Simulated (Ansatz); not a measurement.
Consider C in the graphite type structure (space group P6_3/mmc, No. 194; layered, stacked along the Cartesian z axis).

```yaml
crystal:
  lattice:
    - [2.46498, 0.00000, 0.00000]
    - [-1.23249, 2.13473, 0.00000]
    - [0.00000, 0.00000, 6.72886]
  atoms:
    - { symbol: C, position: [0.00000, 0.00000, 0.25000] }
    - { symbol: C, position: [0.00000, 0.00000, 0.75000] }
    - { symbol: C, position: [0.33333, 0.66667, 0.25000] }
    - { symbol: C, position: [0.66667, 0.33333, 0.75000] }
```

Cartesian axes are those of the cell as printed.

Computed with PBE-D3(BJ) (Ansatz, a program for electronic structure, PAW, no spin-orbit coupling), earlier PAW set.

For the base:

| Item | Value |
|---|---|
| Pressure | 0.0 GPa |
| Volume per atom | 8.85 Å³ |

Now apply this change: biaxial strain +0.38 %, plane normal [001], relaxed out of plane (Cartesian); in-plane vectors clamped, the third vector and the atoms free.

### Question
What happens to the pressure and volume per atom?

### Answer
The pressure (mean of the normal stresses, compression positive) goes from zero to -3.2 GPa; the volume per atom increases by 0.075 Å³ to 8.93 Å³.

A case with no gap was solved on a k-mesh chosen for an insulator, which is coarse for it. No phonon test of stability was made.
